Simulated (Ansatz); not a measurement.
Base system: CrAuO2 (space group R-3m, No. 166; a = 2.985 Å, c = 18.274 Å (hexagonal axes); ferromagnetic; a model cell, its experimental status unchecked).

Calculations: Ansatz (an electronic-structure program), PBEsol, PAW, cutoff 420 eV, spin-orbit coupling left out.

Base values:

| Quantity | Value |
|---|---|
| Gap character | indirect, k = (0, 0.385, -0.385) in the run's primitive reciprocal basis → Γ |
| Band gap | 0.46 eV |

It is then changed as follows: the cell is scaled by 1.0198 in all directions; the atoms relax in the strained cell.

Question: What does the calculation give for the gap character and band gap after the change?

Answer: The gap character is still indirect, k = (0, 0.385, -0.385) in the run's primitive reciprocal basis → Γ; the band gap decreases by 0.04 eV (0.46 eV → 0.42 eV).

Spin-orbit coupling, missing from the scalar runs, can matter with Au. Stability against distortions was not tested. No Hubbard U is applied and the magnetic state is the run's own (CrAuO2 ferromagnetic); small cells can't hold the antiferromagnetic order that many such compounds have, so gaps and moments can be off. A gap here joins edges of opposite spin (a spin-flip gap).
